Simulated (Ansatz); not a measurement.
TiC2 (model structure, P6/mmm, No. 191, 3 atoms in the cell), treated with PBEsol (PAW; Ansatz, a program for electronic structure).

Numerical settings: plane-wave cutoff 520 eV, 24×24×16 k mesh (along the axes of the cell as run), Fermi–Dirac smearing 0.05 eV, no spin polarisation, scalar-relativistic PAW data made under PBE.

Cell (relaxed at this level):

```cif
data_C2Ti
_chemical_formula_sum 'Ti1 C2'
_space_group_name_H-M_alt 'P6/mmm'
_space_group_IT_number 191
_space_group_name_Hall '-P 6 2'
_cell_length_a 2.66140
_cell_length_b 2.66140
_cell_length_c 3.75495
_cell_angle_alpha 90.000
_cell_angle_beta 90.000
_cell_angle_gamma 120.000
loop_
_atom_site_label
_atom_site_type_symbol
_atom_site_symmetry_multiplicity
_atom_site_Wyckoff_symbol
_atom_site_fract_x
_atom_site_fract_y
_atom_site_fract_z
_atom_site_occupancy
Ti1 Ti 1 a 0.00000 0.00000 0.00000 1
C1 C 2 d 0.33333 0.66667 0.50000 1
```

Question: What does this level give for the bulk modulus B0?

Answer: 
* **bulk modulus B0**: 253 GPa

Note: the bulk modulus is −V dP/dV from two relaxed cells at ±2 % in volume; the relaxation could raise the start's symmetry but not lower it, so the cell can be a saddle point.

The computed numbers hold no vibrational or temperature effects.

A model structure was made by putting elements into a prototype or built by hand; it is no filed structure, need not be a known phase, and can be a saddle point held by its symmetry.
